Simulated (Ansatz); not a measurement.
**HfS$_{2}$ in the CdI2 type structure (space group P-3m1, No. 164; layered, stacked along the Cartesian z axis)**

```cif
data_HfS2
_chemical_formula_sum 'Hf1 S2'
_space_group_name_H-M_alt 'P 1'
_space_group_IT_number 1
_cell_length_a 3.54747
_cell_length_b 3.54747
_cell_length_c 5.57681
_cell_angle_alpha 90.000
_cell_angle_beta 90.000
_cell_angle_gamma 120.000
loop_
_space_group_symop_operation_xyz
  'x, y, z'
loop_
_atom_site_label
_atom_site_type_symbol
_atom_site_fract_x
_atom_site_fract_y
_atom_site_fract_z
_atom_site_occupancy
Hf1 Hf 0.00000 0.00000 0.00000 1
S1 S 0.33333 0.66667 0.26190 1
S2 S 0.66667 0.33333 0.73810 1
```

Method: PBEsol-D3(BJ) in Ansatz (plane waves to 420 eV, PAW, spin-orbit coupling left out). Γ-centred 11×11×6 mesh, Fermi–Dirac width 0.05 eV.

```json
{
  "volume_per_atom": "20.26 Å³",
  "density": "6.63 g/cm³",
  "band_gap": "0.45 eV, indirect, Γ → L",
  "hole_mass": "0.18 mₑ along c, 3.0 mₑ across",
  "total_energy": "-5791.182 eV/atom (σ→0; compares only within this code and set-up)"
}
```

Spin-orbit coupling, missing from the scalar runs, can matter with Hf. Effective masses come from finite differences of ±0.01 Å⁻¹. No phonon test of stability was made.

Ansatz is an electronic-structure program.
